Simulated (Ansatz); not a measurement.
Data:

```
CELL_PARAMETERS angstrom
      0.00000     2.73510     2.73510
      2.73510     0.00000     2.73510
      2.73510     2.73510     0.00000
ATOMIC_POSITIONS crystal
  Si 0.00000 0.00000 0.00000
  Si 0.25000 0.25000 0.25000
```

The numbers are results of PBE, finite-displacement electron-phonon coupling, linearised Boltzmann equation (plane waves, PAW, scalar-relativistic; Ansatz, an electronic-structure program), not measurements. How the cell was made: relaxed with this functional, without spin-orbit coupling.

Question: What phonon-limited electron drift mobility does this give at 300 K?

Answer: 1340 cm²/(V·s).

Scattering by harmonic phonons alone: no impurities, screening or carrier-carrier scattering, bands fixed at 0 K. From a coarser fine mesh the values given move by up to 5 %. The mesh was bound by memory.
